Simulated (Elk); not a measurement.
A self-consistent single point of Y3GaC (P1, 5 atoms in the cell) with Elk.

Method of the run: PBEsol, all-electron FP-LAPW, Elk's shipped species files, APW+lo basis with extra local orbitals run with Elk.

The change in words: lattice scaled by 0.98. Reference geometry:
```yaml
crystal:
  lattice:
    - [4.85429, 0.00000, 0.00000]
    - [0.00000, 4.85429, 0.00000]
    - [0.00000, 0.00000, 4.85429]
  atoms:
    - { symbol: Y, position: [0.50274, 0.00490, 0.49790] }
    - { symbol: Y, position: [0.98793, 0.48695, 0.48296] }
    - { symbol: Y, position: [0.49018, 0.51119, 0.99432] }
    - { symbol: Ga, position: [0.00719, 0.98888, 0.01036] }
    - { symbol: C, position: [0.51197, 0.50809, 0.51446] }
```

Reference input (self-consistent single point, DFT, PBEsol, all-electron FP-LAPW, Elk's shipped species files, APW+lo basis with extra local orbitals): xctype = 22; rgkmax = 7.5; swidth = 0.00367493 Ha; ngridk = 4 4 4; gmaxvr = 16 1/bohr; nxlo = 2; lorbcnd = true; rmtscf = 0.93; lmaxi = 2; maxscl = 100. This run's input differs from it in these lines:

```diff
@@ -31,3 +31,3 @@
 scale
-  9.17327863
+  8.989812679
```

Output (repeated stretches shortened):

```
│ Self-consistent loop started │
│ Loop number : 1 │
 total energy                :     -12138.2839553
│ Loop number : 2 │
 total energy                :     -12138.3682656
RMS change in Kohn-Sham potential (target) :    1.564865454     (  0.1000000000E-05)
Absolute change in total energy (target)   :   0.8431035964E-01 (  0.1000000000E-03)
│ Loop number : 3 │
 total energy                :     -12138.3137200
RMS change in Kohn-Sham potential (target) :    1.556911154     (  0.1000000000E-05)
Absolute change in total energy (target)   :   0.3346797500E-01 (  0.1000000000E-03)
│ Loop number : 4 │
   [... lines left out ...]
Absolute change in total energy (target)   :   0.9634771595E-04 (  0.1000000000E-03)
│ Loop number : 17 │
 total energy                :     -12132.0898183
RMS change in Kohn-Sham potential (target) :   0.8741570385E-06 (  0.1000000000E-05)
Absolute change in total energy (target)   :   0.1632004096E-03 (  0.1000000000E-03)
│ Loop number : 18 │
 total energy                :     -12132.0898189
RMS change in Kohn-Sham potential (target) :   0.2434780613E-06 (  0.1000000000E-05)
Absolute change in total energy (target)   :   0.4021281711E-04 (  0.1000000000E-03)
Convergence targets achieved

│ Loop number : 19 │

Energies :
 Fermi                       :     0.282136797753
 total energy                :     -12132.0898131

Density of states at Fermi energy :    46.20046813
 (states/Hartree/unit cell)

Estimated indirect band gap :   0.4263708983E-02
 from k-point      1 to k-point     13
Estimated direct band gap   :   0.5280027011E-02
 at k-point      1

Charges :
 core                        :    104.0000000
 valence                     :    50.00000000
 interstitial                :    10.16999820
 muffin-tins (core leakage)
  species :    1 (Y)
   atom    1                 :    36.55843182     (  0.3035250438E-04)
   atom    2                 :    36.57098834     (  0.3037902109E-04)
   atom    3                 :    36.56770335     (  0.3037742024E-04)
  species :    2 (Ga)
   atom    1                 :    29.25346998     (  0.1810257517E-02)
  species :    3 (C)
   atom    1                 :    4.879408314     (  0.1142944348E-04)
 total in muffin-tins        :    143.8300018
 total calculated charge     :    154.0026087
 total charge                :    154.0000000
 error                       :   0.2608660535E-02

│ Self-consistent loop stopped │
```

The run converged in 19 iterations. The count includes the last loop, which Elk runs after its targets are met. Against the reference run the free energy rises by 4.6 meV/atom.

The starting cell comes from a database of computed structures (which also holds hypothetical and non-ambient phases and stackings), without a prior relaxation at this level. Its atoms were displaced at random from the sites of space group no. 221. For this run, on top of that: lattice scaled by 0.98. Values depend on the basis (sphere radii, cutoffs, local orbitals), which need not be converged. The log's line on a gap gives a spacing of levels on this mesh, which the program prints for metals too.

Cost on one core of a shared machine: roughly 9 min.
